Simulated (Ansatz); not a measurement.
Consider interstitial H in zinc-blende GaP, charge state -1. These are PBE, PAW (plane waves to 420 eV; Ansatz, an electronic-structure program) values and carry that method's errors.

Settings: 64 host sites, the relaxed PBE lattice, one k-point at (0.250, 0.250, 0.250), smearing 0.01 eV, spin-restricted, no image-charge correction. Energies are static. The charge state is imposed; whether it is stable for some Fermi level was not computed. Sites that were not tried may lie lower.

Barriers: single points on a 2×2×2 k-point mesh shifted by half a step at the bands' geometries (they differ from the bands' own by up to 0.29 eV, and are uncertain by about as much).

A. several atoms move together, H the farthest; the atom moves 2.04 Å along (0.25, 0.20, 0.18) of the unit cell; the moving atom starts with neighbours Ga at 1.74 Å and ends with P at 1.58 Å; saddle order not checked, on a symmetry element.
B. several atoms move together, H the farthest (a rearrangement that moves the defect's centre by under 1 Å); the atom moves 0.72 Å along (0.09, 0.09, 0.03) of the unit cell; the moving atom starts with neighbours P at 1.58 Å and ends with P at 1.52 Å; the start lies 0.45 eV above the lowest site run; saddle order not checked, on a symmetry element.

A band can be held on a symmetry element, so unchecked saddle points there may be too high.

Problem. Put the candidates in order of forward barrier, lowest first, for PBE, PAW.

Solution. B (0.12 eV), A (0.84 eV)
